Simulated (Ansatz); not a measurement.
Base system: Si in the diamond structure (space group Fd-3m, No. 227; a = 5.4441 Å).

One thing is altered: a hydrostatic pressure of 1.5 GPa.

Levels (all Ansatz, a first-principles code, PAW, earlier PAW set): r2SCAN (500 eV, scalar-relativistic without spin-orbit coupling); HSE06+SOC (420 eV, with spin-orbit coupling).

The geometry is relaxed with r2SCAN.

| Item | Result |
|---|---|
| r2SCAN lowest conduction level above the VBM at special points | X 0.89 eV; K 1.41 eV; U 1.41 eV; Γ 2.74 eV |
| r2SCAN valence-band top at Γ | 0.00, 0.00, 0.00 eV |

With HSE06+SOC at the same geometry, the lowest conduction level above the VBM at special points changes from X 0.89 eV; K 1.41 eV; U 1.41 eV; Γ 2.74 eV to X 1.24 eV; K 1.78 eV; U 1.78 eV; Γ 3.27 eV; the valence-band top at Γ (three highest Kramers pairs, from the VBM) changes from 0.00, 0.00, 0.00 eV to 0.00, 0.00, -0.05 eV. The threefold valence maximum splits by Δso ≈ 0.05 eV.

Single points use the geometry relaxed with r2SCAN. Their cutoffs differ, which shifts pressures a little. HSE06 was sampled on its mesh, a few special points and the semilocal edge points, so its gap is an upper bound. The spin-orbit shifts are approximate. The levels and masses belong to the bands next to the band gap. Load acts through the strain it causes; cell and atoms are relaxed under it. Whether these cells are dynamically stable was not tested.
